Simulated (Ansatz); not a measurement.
Start from GaSb in the zinc blende structure (space group F-43m, No. 216).

```
GaSb
1.0
    0.00000     3.05574     3.05574
    3.05574     0.00000     3.05574
    3.05574     3.05574     0.00000
Sb Ga
1 1
Direct
  0.75000   0.75000   0.75000
  0.00000   0.00000   0.00000
```

Levels (all Ansatz, a first-principles code, PAW): PBEsol (420 eV, without spin-orbit coupling); r2SCAN (500 eV, no spin-orbit coupling).

The geometry is relaxed with PBEsol.

```
Property           Value
---------------  -------
PBEsol band gap     zero
PBEsol pressure  0.0 GPa
```

Question: Predict the electron mass, band gap, pressure and hole mass from r2SCAN.

Answer: The electron mass amounts to 0.027 mₑ (at Γ); the band gap goes from zero to 0.49 eV; the pressure goes from zero to 0.6 GPa; the hole mass (degenerate bands, along [100]) is 0.026, 0.26, 0.26 mₑ (at Γ).

Single points use the geometry relaxed with PBEsol. Their cutoffs differ, which shifts pressures a little. With Sb present, leaving out spin-orbit coupling can change the band edges. Effective masses come from finite differences of ±0.01 Å⁻¹. Whether these cells are dynamically stable was not tested. The final runs are not spin-polarised. A zero or small gap of GaSb can be the functional's error rather than a property of the material.
